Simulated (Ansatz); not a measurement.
The starting structures come from a database of crystals and need not be the phases stable at ambient conditions.

By PBEsol, the system below comes out a metal.

Without scattering a metal conducts by its projected Fermi surface.

Given:

```
CELL_PARAMETERS angstrom
      3.49914     0.00000     0.00000
      0.00000    11.68184     0.00000
      1.74957     0.00000     3.03034
ATOMIC_POSITIONS crystal
  Ti 0.33333 0.61652 0.33333
  Ti 0.66667 0.38348 0.66667
  Ti 0.66667 0.11652 0.66667
  Ti 0.33333 0.88348 0.33333
  P  0.66667 0.75000 0.66667
  P  0.33333 0.25000 0.33333
  P  0.00000 0.50000 0.00000
  P  0.00000 0.00000 0.00000
```

Space group of this cell: P6_3/mmc. The cell is taken as given; by PBEsol its mean pressure is -4.5 GPa.

The current flows along the normal of the first two printed cell vectors, the (100) plane of the conventional cell. No spin-orbit coupling; the value is a mean over 0.1 eV about the Fermi level.

### Question
Predict the ballistic conductance per area from PBEsol (Ansatz, a first-principles code).

### Answer
0.35 × 10¹⁵ S/m² for both spins.
